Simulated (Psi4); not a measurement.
Psi4 1.11, PBE0/def2-svp, scf_type pk: W(NMe)(S)(Br)(SH) (C[N]=[W](=[S])([SH])[Br]), 10 atoms. The geometry is a generated start, not checked to be a minimum at this level.

```yaml
task: energy
method: pbe0
basis: def2-svp
memory: 7 GB
e_convergence: 1e-08
d_convergence: 1e-07
guess: auto, which took SAD (default)
diis_max_vecs: 10 (default)
scf_initial_accelerator: adiis (default)
dft_radial_points: 75 (default)
dft_spherical_points: 302 (default)
effective_core_potentials: those of the basis set, past Kr
basis_functions: 148
grid_points: 215212
```

```xyz
10

W      0.4112     1.1060     0.6790
N     -0.2824    -0.1304    -0.3916
C     -0.4323    -1.0695    -1.4223
H      0.5576    -1.4328    -1.7373
H     -1.0305    -1.9240    -1.0877
H     -0.9380    -0.6176    -2.2844
S      2.5689     1.1743     0.3898
Br    -0.4217     3.2923     0.1721
S      0.1029     0.3823     2.9052
H     -0.5359    -0.7806     2.7773
```
Charge 0, spin multiplicity 1.

The reference run uses exact four-centre integrals (scf_type = pk). One run each, on a shared machine, so no times are given.

Settings tried, all else as in the reference:
- scf_type = dfdirj+snlink
- scf_type = cd, cholesky_tolerance = 0.0001 (default)
- scf_type = dfdirj+cosx
- scf_type = mem_df
- scf_type = dfdirj+cosx, cosx_radial_points_final = 75, cosx_spherical_points_final = 302
- scf_type = dfdirj+cosx, cosx_radial_points_final = 25, cosx_spherical_points_final = 50
- scf_type = dfdirj+cosx, cosx_radial_points_final = 50, cosx_spherical_points_final = 194
- scf_type = cd, cholesky_tolerance = 1e-06
- scf_type = cd, cholesky_tolerance = 0.001
- scf_type = dfdirj+link
- scf_type = cd, cholesky_tolerance = 1e-05

### Question
Which settings reproduce the reference to 1.0 meV/atom in energy?

### Answer
Within it: scf_type = cd, cholesky_tolerance = 1e-06; scf_type = mem_df; scf_type = cd, cholesky_tolerance = 1e-05; scf_type = dfdirj+cosx, cosx_radial_points_final = 75, cosx_spherical_points_final = 302; scf_type = dfdirj+snlink; scf_type = dfdirj+link; scf_type = cd, cholesky_tolerance = 0.0001 (default); scf_type = dfdirj+cosx, cosx_radial_points_final = 50, cosx_spherical_points_final = 194. Outside: scf_type = dfdirj+cosx; scf_type = cd, cholesky_tolerance = 0.001; scf_type = dfdirj+cosx, cosx_radial_points_final = 25, cosx_spherical_points_final = 50.

```
setting                                                                                   energy against the reference
----------------------------------------------------------------------------------------  ----------------------------
scf_type = cd, cholesky_tolerance = 1e-06                                                             +0.0072 meV/atom
scf_type = mem_df                                                                                      −0.082 meV/atom
scf_type = cd, cholesky_tolerance = 1e-05                                                               −0.20 meV/atom
scf_type = dfdirj+cosx, cosx_radial_points_final = 75, cosx_spherical_points_final = 302                −0.23 meV/atom
scf_type = dfdirj+snlink                                                                                −0.26 meV/atom
scf_type = dfdirj+link                                                                                  −0.26 meV/atom
scf_type = cd, cholesky_tolerance = 0.0001 (default)                                                    −0.30 meV/atom
scf_type = dfdirj+cosx, cosx_radial_points_final = 50, cosx_spherical_points_final = 194                −0.39 meV/atom
scf_type = dfdirj+cosx                                                                                   −2.1 meV/atom
scf_type = cd, cholesky_tolerance = 0.001                                                                −4.5 meV/atom
scf_type = dfdirj+cosx, cosx_radial_points_final = 25, cosx_spherical_points_final = 50                   +10 meV/atom
```

Total energies are compared; such shifts often cancel in part in energy differences. The DFDIRJ builders fit J, which adds its shift to that of exchange. Psi4 runs the final COSX grid once, on the density of the start grid. No test of the SCF solution's stability was run. Also tried and not ranked: scf_type = direct (same energy as a listed run); scf_type = cd, cholesky_tolerance = 0.01 (possibly another state). The tolerance is a choice made for this comparison.
